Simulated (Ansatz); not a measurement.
MgO (model structure, started from the GeS type, Fm-3m, No. 225, 8 atoms in the cell) was calculated with G0W0@PBEsol in Ansatz (hard PAW, contour deformation).

The cell is the one relaxed with PBEsol. Conventional cell: a = 4.2148 Å, b = 4.2148 Å, c = 4.2148 Å, α = 90.00°, β = 90.00°, γ = 90.00°.

The quasiparticle gap at Γ at a fixed k mesh 2×4×4:

| response cutoff | value (eV) |
|---|---|
| 100 eV, 312 empty bands | 6.979 |
| 150 eV, 574 empty bands | 7.179 |
| 250 eV, 1235 empty bands | 7.355 |
| 300 eV, 1623 empty bands | 7.393 |

Taking the value to converge with the response cutoff E as E^(−3/2), extrapolate from the last two rows.

With y = y∞ + c/w and weights w = 3953 and 5196 for the last two rows, y∞ = (w2 y2 − w1 y1)/(w2 − w1) = (5196 × 7.393 − 3953 × 7.355)/1243 = 7.514 eV, which lies 0.121 beyond the last row. Successive pairs of rows give 7.418, 7.508, 7.514. The limit also hangs on the law assumed, so its last digits aren't firm.

The other settings are not extrapolated, so this is the limit in one setting alone.

A model structure was made by putting elements into a prototype or built by hand; here it ended with the formula and space group of a phase in our tables.

Ansatz is a first-principles code.
